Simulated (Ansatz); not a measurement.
**InSb: biaxial strain −3.00 %, plane normal [001], relaxed out of plane**

Start from InSb in the zinc blende structure (space group F-43m, No. 216; a = 6.4497 Å). Axes: x, y, z lie along the cube axes.

Modification: compressive biaxial strain of 3.00 % in the plane normal to [001], as in epitaxy on a mismatched substrate; the out-of-plane cell vector and the atoms relax.

Method: LDA, PAW, 420 eV (Ansatz, a quantum-chemistry and plane-wave program; no SOC). Γ-centred 13×13×13 mesh, Fermi–Dirac width 0.05 eV.

```json
[
 {"quantity": "volume per atom", "base": "33.54 Å³", "changed": "32.59 Å³", "shift": "-0.95 Å³"},
 {"quantity": "space group", "base": "F-43m (No. 216)", "changed": "I-4m2 (No. 119)", "shift": "–"},
 {"quantity": "shortest interatomic distance", "base": "5.278 bohr", "changed": "5.232 bohr", "shift": "-0.046 bohr"},
 {"quantity": "energy relative to the base (free energy F)", "base": "0 meV/atom", "changed": "+13 meV/atom", "shift": "+13 meV/atom"},
 {"quantity": "pressure (mean of the normal stresses, compression positive)", "base": "0.0 GPa", "changed": "1.4 GPa", "shift": "+1.4 GPa"},
 {"quantity": "band gap", "base": "zero", "changed": "zero", "shift": "–"},
 {"quantity": "out-of-plane strain (rough)", "base": "–", "changed": "+3.27 %", "shift": "–"},
 {"quantity": "mean in-plane stress (compression positive) (rough)", "base": "–", "changed": "+2.1 GPa", "shift": "–"}
]
```

Final structure (turned so that z lies along the plane normal):

```
CELL_PARAMETERS angstrom
      4.42380     0.00000     0.00000
      0.00000     4.42380     0.00000
      2.21190    -2.21190     3.33043
ATOMIC_POSITIONS crystal
  In 0.00000 0.00000 0.00000
  Sb 0.75000 0.75000 0.50000
```

Without a gap, meshes like the base's 13×13×13 leave anisotropic stresses uncertain by several tenths of a GPa, and small strain energies with them. With Sb present, leaving out spin-orbit coupling can change the band edges. No phonon test of stability was made. The final runs are not spin-polarised. The zero or small gap of InSb can change with the level of theory.
